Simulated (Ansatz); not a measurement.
Base system: La₂O₃ (space group P-3m1, No. 164; a = 3.9403 Å, c = 6.1880 Å).

Perturbation: an isotropic linear strain of −5.06 %; the atoms relax in the strained cell.

Levels (all Ansatz, a quantum-chemistry and plane-wave program, PAW): PBE (420 eV, no spin-orbit coupling); r2SCAN (500 eV, no spin-orbit coupling).

The geometry is relaxed with PBE.

| Property | Value |
|---|---|
| PBE gap character | indirect, K → M |
| PBE lowest conduction level above the VBM at special points | M 3.70 eV; K 3.88 eV; L 4.37 eV; H 4.40 eV |
| PBE smallest direct gap | 3.88 eV |

Problem. Predict the gap character, lowest conduction level above the VBM at special points and smallest direct gap from r2SCAN.

Solution. The gap character remains indirect, K → M; the lowest conduction level above the VBM at special points becomes M 4.16 eV; K 4.26 eV; L 4.89 eV; H 4.82 eV (PBE: M 3.70 eV; K 3.88 eV; L 4.37 eV; H 4.40 eV); the smallest direct gap rises by 0.38 eV (3.88 eV → 4.26 eV).

Single points use the geometry relaxed with PBE. Stability against distortions was not tested.
